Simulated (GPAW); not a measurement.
## Equation of state of zinc-blende CdS (space group 216): energy against volume (GPAW, PBEsol)

```yaml
crystal:
  lattice:
    - [0.00000, 2.82551, 2.82551]
    - [2.82551, 0.00000, 2.82551]
    - [2.82551, 2.82551, 0.00000]
  atoms:
    - { symbol: Cd, position: [0.00000, 0.00000, 0.00000] }
    - { symbol: S, position: [0.75000, 0.75000, 0.75000] }
```

Method: PBEsol, GPAW PAW datasets PBEsol (made by gpaw-setup) (plane waves; GPAW 25.7.0). Settings: mode = pw; ecut = 585 eV; xc = PBEsol; kpts = 10 10 10; mesh shift (steps) = 0 0 0; occupations.name = fermi-dirac; occupations.width = 0.01 eV; nbands = -6; convergence.bands = -4; symmetry.symmorphic = false; symmetry.tolerance = 0.0005; maxiter = 150. The cell above is the first row's. The rows scale it uniformly. In all rows fractional positions and the k mesh are held. E is the free energy at the stated smearing, counted from the lowest row.

```csv
V (Å^3/atom),E (meV/atom)
22.557,?
23.048,22.29
23.538,10.17
24.029,2.91
24.519,0.00
25.009,0.98
25.500,5.43
25.990,13.00
26.480,23.33
```

Task: Using the third-order Birch-Murnaghan form, a cubic in V^(-2/3), estimate the missing E at V = 22.557 from the other rows, showing the fit.

Result: With u = V^(-2/3) - 0.118, the rows have u = 0.005475, 0.003755, 0.002091, 0.000485, -0.001067, -0.002573, -0.004029, -0.005439. Least squares gives E = -0.091 - 182.4·u + 769039·u² + 1992786·u³. Residuals (row less fit): 0.000, -0.003, 0.002, -0.002, 0.003, -0.006, 0.003, -0.001; standard error 0.004 (degrees of freedom: 4). Its minimum lies at u = 0.000119, so V0 = (0.118119)^(-3/2) = 24.63. There d²E/du² = 1539000 and d³E/du³ = 1.196e7, so B0 = (4/9) × 24.63^(-7/3) × 1539000 × 0.160218 = 62.1 GPa (the last factor turns the table's units into GPa), and B0' = 4 + (2/3) × 0.118119 × (1.196e7)/1539000 = 4.6. The program's pressures in the fitted runs (not shown) pass through zero at V = 24.61, 0.10 % from this V0. At the withheld row, u = 0.007260, so E = -0.091 - 182.4 × 0.007260 + 769039 × 0.007260² + 1992786 × 0.007260³ = 39.882 meV/atom. The calculation gives 39.84 meV/atom, 0.042 meV/atom below the prediction (0.1 % of the range of E in the table). The row lies outside the fitted rows, so this is an extrapolation. From the scatter of the fitted rows alone, a prediction at this place has a standard error of 0.012 meV/atom, so the miss is 3.5 times that.

Carrying the step between the two nearest rows on in a straight line would have given 34.43, off by 5.41; series whose last step already gives the withheld value aren't shown. The scan was laid around a cell of about the measured size, scaled by a guess for this functional. This is a metastable polymorph. The runs keep the symmetry of the cell, so they don't test it for distortions. Cutoffs and mesh are single choices, not tested for convergence of this quantity. Series with a scatter that would blur these digits, or in which a gap closes, are not shown. Nor are scans whose minimum lies at an end fitted in this form.

Terms beyond the fitted order, or numerical noise in single rows, can give a miss of this size; the table doesn't tell which.
